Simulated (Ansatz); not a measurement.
A computed series for BeS: response to strain

Start from BeS in the zinc blende structure (space group F-43m, No. 216; a = 4.796 Å).

Strains are applied to the cell and any free atomic positions relax.

All numbers come from Ansatz (a program for electronic structure), LDA, PAW, cutoff 420 eV, scalar-relativistic without spin-orbit coupling.

| isotropic strain (%) | pressure (GPa) |
|---|---|
| -3 | 11.1 |
| -2 | 6.9 |
| -1 | ? |
| -0.5 | 1.6 |
| 0 | 0.0 |
| 0.5 | -1.5 |
| 1.5 | -4.2 |
| 2.5 | -6.6 |
| 3 | -7.7 |

Question: Fit P = P₀ − Bδ + Cδ² with δ = (1 + ε)³ − 1 to the rows shown and predict the withheld row.

Answer: Least squares on the printed values gives P₀ = 0.0 GPa, B = 105 GPa, C = 243 GPa (largest residual 0.1 GPa); this predicts 3.3 GPa, and the run gives 3.3 GPa, in agreement.

No phonon test of stability was made.
